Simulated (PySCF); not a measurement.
PySCF 2.14.0, WB97X/def2-svp: FC[SiH]1C[SiH2]C1, 15 atoms. The geometry is a generated start, not checked to be a minimum at this level.

```yaml
task: energy and gradient
method: wb97x
basis: def2-svp
mol.max_memory: 7000 MB
mf.init_guess: minao (default)
mf.DIIS: CDIIS (default)
mf.diis_space: 8 (default)
mf.conv_tol: 1e-09 (default)
mf.grids.level: 3 (default)
basis functions (reference run): 137
grid points (reference run): 183248
```

```xyz
15

F      3.0117    -0.1995     0.5516
C      2.1274     0.4576    -0.2503
Si     0.4696     0.4146     0.5103
C     -0.8833     0.9284    -0.7227
Si    -1.9196    -0.4675     0.0531
C     -0.2862    -1.3263     0.5086
H      2.4991     1.4781    -0.3777
H      2.1513    -0.0321    -1.2279
H      0.3404     1.1146     1.8165
H     -1.2822     1.9346    -0.5862
H     -0.6230     0.7504    -1.7681
H     -2.6948    -0.0195     1.2372
H     -2.7280    -1.2168    -0.9382
H     -0.2825    -1.8388     1.4718
H      0.1002    -1.9779    -0.2780
```

The reference run uses exact four-centre integrals. Single runs; times are not shown.

Settings tried, all else as in the reference:
- density fitting of J alone, exact K
- density fitting, auxbasis = def2-universal-jfit
- density fitting, auxbasis = autoaux
- density fitting

**Question.** Sort the settings: which keep to the reference within 1.0 meV/atom in energy, 10 meV/Å in forces (largest component), and which don't?

**Answer.** Within it: density fitting, auxbasis = autoaux; density fitting; density fitting of J alone, exact K. Outside: density fitting, auxbasis = def2-universal-jfit.

```json
[
 {"setting": "density fitting, auxbasis = autoaux", "energy against the reference": "−0.16 meV/atom", "difference in forces (largest component)": "1.6 meV/Å"},
 {"setting": "density fitting", "energy against the reference": "−0.23 meV/atom", "difference in forces (largest component)": "1.2 meV/Å"},
 {"setting": "density fitting of J alone, exact K", "energy against the reference": "−0.32 meV/atom", "difference in forces (largest component)": "1.3 meV/Å"},
 {"setting": "density fitting, auxbasis = def2-universal-jfit", "energy against the reference": "+940 meV/atom", "difference in forces (largest component)": "540 meV/Å"}
]
```

Total energies are compared; such shifts often cancel in part in energy differences. def2-universal-jfit is made for Coulomb alone and misses functions that exchange needs. Also tried and not ranked: density fitting, auxbasis = def2-universal-jkfit (same energy as a listed run); COSX exchange (sgx_fit, pjs) with fitted J, mf.with_df.grids_level_i = 1, mf.with_df.grids_level_f = 1 (gradient came out as NaN); COSX exchange (sgx_fit, pjs) with fitted J, mf.with_df.grids_level_i = 1, mf.with_df.grids_level_f = 2 (default) (gradient came out as NaN); COSX exchange (sgx_fit, pjs) with fitted J, mf.with_df.grids_level_i = 1, mf.with_df.grids_level_f = 3 (gradient came out as NaN); COSX exchange (sgx_fit, pjs) with fitted J, mf.with_df.grids_level_i = 1, mf.with_df.grids_level_f = 4 (gradient came out as NaN). The tolerance is a choice made for this comparison.
